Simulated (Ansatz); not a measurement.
**Effect of Ga on a As site, symmetric start on BAs**

Start from a 16-atom supercell of BAs in the zinc blende structure (space group F-43m, No. 216; a = 4.768 Å) at its relaxed geometry.

Now apply this change: a neutral Ga on a As site, symmetric start, atoms relaxed at fixed cell.

All numbers come from DFT with PBEsol, PAW potentials and a 420 eV plane-wave cutoff in Ansatz (an electronic-structure program), scalar-relativistic without spin-orbit coupling, earlier PAW set. Settings: 5×5×5 k-points, 0.01 eV Fermi–Dirac smearing.

The pressure goes from zero to 0.6 GPa and the energy gained by relaxation is 0.07 eV. The largest displacement of a host atom from its site in the perfect cell is 0.04 Å and the mean distance from the defect site to its nearest host atoms goes up by 0.045 Å (2.06 Å → 2.11 Å).

Final structure:

```yaml
crystal:
  lattice:
    - [0.00000, 4.76772, 4.76772]
    - [4.76772, 0.00000, 4.76772]
    - [4.76772, 4.76772, 0.00000]
  atoms:
    - { symbol: Ga, position: [0.37500, 0.37500, 0.37500] }
    - { symbol: As, position: [0.37526, 0.37526, 0.87474] }
    - { symbol: As, position: [0.37526, 0.87474, 0.37526] }
    - { symbol: As, position: [0.37526, 0.87474, 0.87474] }
    - { symbol: As, position: [0.87474, 0.37526, 0.37526] }
    - { symbol: As, position: [0.87474, 0.37526, 0.87474] }
    - { symbol: As, position: [0.87474, 0.87474, 0.37526] }
    - { symbol: As, position: [0.87500, 0.87500, 0.87500] }
    - { symbol: B, position: [0.99983, 0.99983, 0.99983] }
    - { symbol: B, position: [0.99983, 0.99983, 0.50050] }
    - { symbol: B, position: [0.99983, 0.50050, 0.99983] }
    - { symbol: B, position: [0.99186, 0.50271, 0.50271] }
    - { symbol: B, position: [0.50050, 0.99983, 0.99983] }
    - { symbol: B, position: [0.50271, 0.99186, 0.50271] }
    - { symbol: B, position: [0.50271, 0.50271, 0.99186] }
    - { symbol: B, position: [0.50271, 0.50271, 0.50271] }
```

Cost of the whole job for the changed cell (relaxation, final SCF and bands): about 2.8 core-minutes (a rough figure).

The magnetic state is the one reached from the starting moments; the real material's order can differ, and small cells can't hold many antiferromagnetic ones. The cell is small, so the values are those of an ordered compound at a high defect concentration; dilute-limit values will differ. A case with no gap was solved on a k-mesh chosen for an insulator, which is coarse for it. The defect started on the symmetric site and kept its symmetry, so it may sit on a saddle. Seeded moments were not kept for Ga on a As site. The defect cell is spin-polarised and ends with 0.1 μB.
